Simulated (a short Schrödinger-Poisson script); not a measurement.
Structure: MOS inversion layer, SiO2 on p-type Si(110), at 300 K.

From the gate side: 2.3 nm SiO2; 1200 nm Si, acceptors 1.2e17 cm⁻³.

The device is made up for the run: typed textbook-type constants, with dimensions and the other settings drawn at random. SiO2: permittivity 3.9, conduction-band edge (eV) 3.15, gap (eV) 9, electron mass (mₑ) 0.5. Si: permittivity 11.7, conduction-band edge (eV) 0, gap (eV) 1.124, Nv at 300 K (cm⁻³) 3.1e19.

Channel valleys (confinement mass, in-plane density-of-states mass, number): Δ4 0.315, 0.324, 4; Δ2 0.19, 0.417, 2. At the gate the conduction-band edge of layer 1 lies 3.67 eV − eVg above the Fermi level of the channel; the field vanishes at the back. Gaps are held at their typed values at every temperature. Mesh 0.03 nm at interfaces.

From a short Schrödinger-Poisson script (our own, NumPy): 1D Poisson equation in equilibrium, electrons quantum, Hartree (BenDaniel-Duke, 12 states a valley, the channel's in-plane mass for all, wave functions free to enter the dielectric), parabolic valleys, classical holes, full ionisation, no traps, pinning or gate leakage.

```
Vg (V)  electrons (cm⁻²)  C (μF/cm²)  Δ4 E0 (meV from the Fermi level)  Δ2 E0 (meV from the Fermi level)
------  ----------------  ----------  --------------------------------  --------------------------------
0.5               5.85e9       0.132                             213.2                             224.4
0.6              1.14e11       0.475                             135.9                             147.7
0.7              5.26e11       0.868                              95.5                             108.2
0.8              1.11e12        1.02                              75.2                              89.0
0.9              1.77e12        1.10                              62.2                              77.1
1                2.47e12        1.14                              52.7                              68.6
1.1              3.19e12        1.17                              45.3                              62.1
1.2              3.93e12        1.20                              39.0                              56.8
1.3              4.68e12        1.22                              33.7                              52.3
1.4              5.45e12        1.23                              29.0                              48.4
1.5              6.22e12        1.24                              24.8                              44.9
1.6              7.00e12        1.26                              21.0                              41.8
1.7              7.79e12        1.27                              17.5                              39.0
1.8              8.58e12        1.27                              14.2                              36.4
1.9              9.38e12        1.28                              11.2                              34.0
2                1.02e13        1.29                               8.3                              31.8
2.1              1.10e13        1.29                               5.6                              29.7
```

Gate voltages with under 1e9 electrons/cm² are left out.

Task: At Vg = 2.1 V the lowest Δ4 subband lies at 5.6 meV from the Fermi level. How many electrons does it hold, and what share of all?

Result: The two-dimensional density of states is g m/(πħ²) = 5.41e11 cm⁻² meV⁻¹ (both spins), kT = 25.9 meV, so n = D kT ln(1 + exp(−E/kT)) = 8.26e12 cm⁻², 0.75 of the 1.10e13 cm⁻² in all.

Task: Compare the slope of the sheet density between 1.9 and 2.1 V with the geometric capacitance of the layers between gate and channel.

Result: q Δn/ΔV = 1.30 μF/cm²; ε0/Σ(t/ε) = 1.50 μF/cm². The ratio is 0.86: the channel acts as a further capacitance in series.
